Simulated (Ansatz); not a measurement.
Response to strain in TiAl

Take TiAl (space group P4/mmm, No. 123; relaxed with 0.1 eV smearing) as the base.

```
TiAl
1.0
    2.76616     0.00000     0.00000
    0.00000     2.76616     0.00000
    0.00000     0.00000     4.00209
Ti Al
1 1
Direct
  0.00000   0.00000   0.00000
  0.50000   0.50000   0.50000
```

Cartesian axes are those of the cell as printed.

Strains are applied to the cell and any free atomic positions relax; under biaxial strain the out-of-plane vector relaxes too.

Level of theory: LDA (Ansatz, a program for electronic structure, PAW, spin-orbit coupling left out).

```csv
"biaxial strain, plane normal [001], relaxed out of plane (%)",out-of-plane strain (%)
0,0.00
0.5,-0.56
1,-1.14
1.5,-1.76
2,?
2.5,-3.01
3,-3.62
```

**Question.** Fit ε⊥ = −νε + γε² (strains in %) to the rows shown and predict the withheld row.

**Answer.** Least squares on the printed values gives ν = 1.13 (the biaxial Poisson response) and γ = -0.028 (largest residual 0.02 %); this predicts -2.36 %, and the run gives -2.38 %, 0.02 lower.

No phonon test of stability was made. All final runs are without spin polarisation.
